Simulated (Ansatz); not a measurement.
## BaTiO3 (Amm2, No. 38, 5 atoms in the cell; start COD 9014492)

These are LDA (Ansatz, a program for electronic structure, PAW) values and carry that method's errors.

Settings: plane-wave cutoff 520 eV, 8×8×8 k mesh, Fermi–Dirac smearing 0.01 eV, no spin polarisation, scalar-relativistic PAW data made under PBE.

Cell (relaxed at this level):

BaTiO3 is modelled in the orthorhombic space group Amm2 (No. 38), Pearson symbol oS10. Lattice parameters: a = 3.924 Å, b = 5.588 Å, c = 5.597 Å, α = 90.00°, β = 90.00°, γ = 90.00°. Ba on 2a sees 12 O at 2.734–2.864 Å (cuboctahedral). Ti on 2b has 4 O at 1.876–1.966 Å and 2 O at 2.082 Å (octahedral). O1 on 2a sees 2 Ti at 1.966 Å and 4 Ba at 2.734–2.864 Å (octahedral). O2 on 4e sees 1 Ti at 1.876 Å and 1 Ti at 2.082 Å and 4 Ba at 2.757–2.816 Å (octahedral). (Neighbours: up to the widest gap in distance over summed covalent radii, below 1.35, at either atom; cation-cation and far metal-metal contacts left out.)
(The calculation used a cell of 5 atoms; values per cell refer to that cell.)

| Quantity | Result |
|---|---|
| band gap | 2.03 eV (on the SCF k mesh) |
| bulk modulus | 148 GPa |

Note: the relaxation could not lower the start's symmetry, so the cell can be a saddle point above a distorted one; the bulk modulus is −V dP/dV from two relaxed cells at ±2 % in volume.

Spin–orbit coupling is not included.

Computed values are for the static lattice.

It cost very roughly 2.4 core-minutes of CPU time.
